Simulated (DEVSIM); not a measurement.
System: Ru/Si3N4/SiO2/p-Si capacitor, at 300 K.

```csv
layer (left to right),material,thickness (nm),Na (cm⁻³)
1,Si3N4,26.0,-
2,SiO2,0.650,-
3,Si,8100,5e15
```

Metal gate on the left, work function 4.7 eV. Fixed charge at the semiconductor interface -8.1e11 cm⁻² (in units of +e); no interface traps.

The device is made up for the run: typed textbook-type constants, with dimensions and the other settings drawn at random. Values at 300 K; Nc and Nv go as T^1.5, mobilities as T to minus their exponent, the gap by Varshni's rule with the affinity fixed.

| parameter | Si3N4 | SiO2 | Si |
|---|---|---|---|
| gap (eV) | 5.1 | 9 | 1.124 |
| affinity (eV) | 2.1 | 0.9 | 4.05 |
| permittivity | 7.5 | 3.9 | 11.7 |
| Nc (cm⁻³) | - | - | 2.86e19 |
| Nv (cm⁻³) | - | - | 3.1e19 |
| Varshni α (eV/K) | - | - | 0.000473 |
| Varshni β (K) | - | - | 636 |

Simulated with DEVSIM: 1D Poisson equation in equilibrium, Boltzmann statistics, complete ionisation; no quantum confinement or tunnelling. Metal contacts follow the ideal Schottky-Mott rule: no Fermi-level pinning, no interface dipoles.

Base results: minimum of the low-frequency capacitance (μF/cm²) 0.0252; flat-band voltage (V) 0.28; capacitance of the dielectric stack (μF/cm²) 0.244; threshold voltage (band bending 2φF) (V) 1.10.

Task: What follows from this one change: substrate doping 5e+15 → 1e+15 cm^-3?

Result: minimum of the low-frequency capacitance 0.0252 → 0.0131 μF/cm²; flat-band voltage 0.28 → 0.33 V; capacitance of the dielectric stack little changed (0.244 μF/cm²); threshold voltage (band bending 2φF) 1.10 → 0.97 V.

Task: What follows from this one change: Si3N4 thickness 0.026 → 0.01 μm?

Result: minimum of the low-frequency capacitance 0.0252 → 0.0268 μF/cm²; flat-band voltage 0.28 → -0.03 V; capacitance of the dielectric stack 0.244 → 0.590 μF/cm²; threshold voltage (band bending 2φF) 1.10 → 0.70 V.

Task: What follows from this one change: gate work function 4.7 → 4.85 eV?

Result: minimum of the low-frequency capacitance little changed (0.0255 μF/cm²); flat-band voltage 0.28 → 0.43 V; capacitance of the dielectric stack little changed (0.244 μF/cm²); threshold voltage (band bending 2φF) 1.10 → 1.25 V.

Task: What follows from this one change: interface trap density 0 → 1e+12 cm^-2 eV^-1?

Result: minimum of the low-frequency capacitance 0.0252 → 0.106 μF/cm²; flat-band voltage 0.28 → 0.06 V; capacitance of the dielectric stack little changed (0.244 μF/cm²); threshold voltage (band bending 2φF) 1.10 → 1.32 V.
